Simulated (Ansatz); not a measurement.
Abridged Ansatz (a program for electronic structure) output:

```
Relaxation: its limit of steps is 50 (relax.max_steps)
Pseudopotential: K, paw, valence charge 9
Pseudopotential: Cl, paw, valence charge 7
Crystal: 2 atoms, lattice volume = 61.734 Å³
Basis set: ecut = 420 eV, 1243 PW (Γ), exchange–correlation on 60×60×60 points (8 copies of the dense FFT grid, shifted against one another)
Bands: 12, of which v1, the nominal top of the filled ones, is band 8 counted from 1 (7 counted from 0)
Symmetry: 16 space group operations
k-points: 75 of 729
Functional: x = pbesol(κ = 0.804, μ = 0.12345679012345678), c = pbesol(β = 0.046)
SCF iter   1: F=—  HF=-2580.742613 eV  |F-HF|=—  |Δ(HF+E_count)|=         —  Δρ=3.07e-3  dr2=7.76e-3  ethr=1.77e-3  ⟨swp⟩=6.0  Hψ=5666  notcnv=0
SCF iter   2: F=—  HF=-2580.739550 eV  |F-HF|=—  |Δ(HF+E_count)|=   3.06e-3  Δρ=9.58e-4  dr2=2.73e-4  ethr=4.85e-5  ⟨swp⟩=2.5  Hψ=2012  notcnv=0
SCF 1 converged in 7 iterations: F = -2580.739507 eV  dr2 = 5.27e-11
relax step   1: F+E_penalty+E_count = -2580.73950747 eV  Δ(F+E_penalty+E_count) = +0.000e0 eV  max|allowed force component| = 1.538e-29 eV/Å  Δτ_max = 0.0000 Å  (7 SCF iters, accepted)
SCF converged after 7 iterations
Free energy (F): -2580.739507 eV
Internal energy: -2580.739507 eV  (E = F + TS)
E sigma→0 (E₀):  -2580.739507 eV
Fermi energy:    3.462442 eV
--- Forces (eV/Å), atoms counted from 1 ---
  atom   1  K      0.00000000     0.00000000     0.00000000
  atom   2  Cl     0.00000000    -0.00000000    -0.00000000
--- Stress (GPa, compression-positive) ---
       -0.080788       0.000000      -0.000000
        0.000000      -0.080788      -0.000000
       -0.000000       0.000000      -0.570716
  P = ⅓ Tr σ = -0.2441 GPa (-2.441 kbar)
--- Relaxed structure (1 steps of the walk, 1 accepted, 0 SCFs on fresh bases) ---
  atoms:
    - { symbol: K, position: [0.0, 0.0, 0.0] }
    - { symbol: Cl, position: [0.5, 0.5, 0.4999999999999999] }
```

Q: What was computed, and what are the main results?

A: KCl, 2 atoms in the cell, with Ansatz PBEsol, no SOC. The last SCF converged to F = -2580.739507 eV, or -1290.3698 eV per atom, at a pressure of -0.24 GPa. The total energy compares only with runs of the same code, potentials and settings.

The cells carry an imposed strain or load. Stability against distortions was not tested. The cell was made from KCl in the rock salt structure (space group Fm-3m, No. 225) by this change: uniaxial strain ε_zz = +1.50 %.

Keys are those of Ansatz 0.2.
